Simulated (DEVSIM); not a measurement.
Device: abrupt Si n-p junction, at 350 K.

```csv
layer (left to right),material,thickness (μm),Nd (cm⁻³),Na (cm⁻³),τn (s),τp (s)
1,Si,25.0,2.1e18,-,1.8e-5,1.8e-5
2,Si,11.0,-,8.4e15,1.8e-5,1.8e-5
```

Left contact: ohmic. Right contact: ohmic. Voltage is applied to the left contact. Recombination: SRH at mid-gap, radiative, Auger. Mobility is μmin + (μ − μmin)/(1 + (N/Nref)^α).

This is a model device: material constants are rounded textbook-type values typed into the input, and sizes, dopings and lifetimes were drawn at random. Values at 300 K; Nc and Nv go as T^1.5, mobilities as T to minus their exponent, the gap by Varshni's rule with the affinity fixed.

| parameter | Si |
|---|---|
| gap (eV) | 1.124 |
| affinity (eV) | 4.05 |
| permittivity | 11.7 |
| Nc (cm⁻³) | 2.86e19 |
| Nv (cm⁻³) | 3.1e19 |
| μn (cm²/Vs) | 1417 |
| μp (cm²/Vs) | 470 |
| μn,min | 52 |
| μp,min | 45 |
| Nref,n | 9.7e16 |
| Nref,p | 2.2e17 |
| αn | 0.68 |
| αp | 0.72 |
| T exponent of μn | 2.3 |
| T exponent of μp | 2.2 |
| B (cm³/s) | 4.7e-15 |
| Cn (cm⁶/s) | 2.8e-31 |
| Cp (cm⁶/s) | 9.9e-32 |
| Varshni α (eV/K) | 0.000473 |
| Varshni β (K) | 636 |

Model (solved in DEVSIM): 1D drift-diffusion, Boltzmann statistics, complete ionisation; no tunnelling, impact ionisation, image-force lowering or self-heating.

The doping Na of layer 2 was swept, all else fixed.

| doping Na of layer 2 (cm^-3) | dark forward voltage at 100 A/cm² (V) | potential step across the device at zero bias (V) | dark forward voltage at 1 A/cm² (V) | largest field in the device at zero bias (V/cm) |
|---|---|---|---|---|
| 2.5e14 | 0.631 | 0.664 | 0.398 | 85000 |
| 8.4e14 | … | 0.701 | … | 86000 |
| 2.5e15 | 0.647 | 0.734 | 0.462 | 87000 |
| 8.4e15 | 0.668 | 0.770 | 0.500 | 92000 |
| 2.5e16 | 0.694 | 0.803 | 0.537 | 110000 |
| 8.4e16 | 0.733 | 0.840 | 0.582 | 150000 |
| 2.5e17 | 0.774 | 0.873 | 0.626 | 240000 |

**Question.** Complete the blanks.

**Answer.** 
- 8.4e14, dark forward voltage at 100 A/cm² (V): 0.637
- 8.4e14, dark forward voltage at 1 A/cm² (V): 0.430
